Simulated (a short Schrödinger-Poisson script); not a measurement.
# Symmetric double-gate stack, HfO2 on p-type GaAs

System: symmetric double-gate stack, HfO2 on p-type GaAs, at 300 K.

```tsv
layer	material	thickness (nm)	Na (cm⁻³)
1	HfO2	4.7	-
2	GaAs	4	1e15
3	HfO2	4.7	-
```

The device is made up for the run: typed textbook-type constants, with dimensions and the other settings drawn at random. HfO2: permittivity 22, conduction-band edge (eV) 1.57, gap (eV) 5.7, electron mass (mₑ) 0.2. GaAs: permittivity 12.9, conduction-band edge (eV) 0, gap (eV) 1.424, Nv at 300 K (cm⁻³) 9e18.

Channel valleys (confinement mass, in-plane density-of-states mass, number): Γ 0.067, 0.067, 1. At the gates, both at one voltage, the conduction-band edge of layer 1 lies 1.93 eV − eVg above the Fermi level of the channel. Gaps are held at their typed values at every temperature. Mesh 0.03 nm at interfaces.

From a short Schrödinger-Poisson script (our own, NumPy): 1D Poisson equation in equilibrium, electrons quantum, Hartree (BenDaniel-Duke, 12 states a valley, the channel's in-plane mass for all, wave functions ending at the dielectric), parabolic valleys, classical holes, full ionisation, no traps, pinning or gate leakage.

| Vg (V) | electrons (cm⁻²) | C (μF/cm²) | Γ E0 (meV) | Γ E1 (meV) |
|---|---|---|---|---|
| 0.4 | 4.35e6 | < 0.003 | 310.8 | 1362.8 |
| 0.45 | 3.01e7 | < 0.003 | 260.8 | 1312.8 |
| 0.5 | 2.08e8 | < 0.003 | 210.8 | 1262.8 |
| 0.55 | 1.44e9 | 0.00906 | 160.8 | 1212.8 |
| 0.6 | 9.80e9 | 0.0608 | 111.0 | 1163.0 |
| 0.65 | 6.18e10 | 0.351 | 62.5 | 1114.3 |
| 0.7 | 2.86e11 | 1.18 | 18.7 | 1070.1 |
| 0.75 | 7.88e11 | 1.97 | -17.5 | 1033.1 |
| 0.8 | 1.47e12 | 2.33 | -48.8 | 1000.6 |
| 0.85 | 2.22e12 | 2.47 | -78.1 | 970.0 |
| 0.9 | 3.00e12 | 2.51 | -106.7 | 940.0 |
| 0.95 | 3.78e12 | 2.52 | -135.0 | 910.3 |
| 1 | 4.57e12 | 2.53 | -163.3 | 880.6 |
| 1.05 | 5.36e12 | 2.53 | -191.6 | 850.9 |
| 1.1 | 6.15e12 | 2.53 | -219.8 | 821.3 |
| 1.15 | 6.94e12 | 2.53 | -248.1 | - |

Gate voltages with under 1e6 electrons/cm² are left out.

Subbands count from the Fermi level; a dash marks a level above the dielectric's band edge. The capacitance is that of both gates.

Above a few 1e12 electrons/cm² a light Γ valley is non-parabolic and upper valleys begin to fill, which the model leaves out.
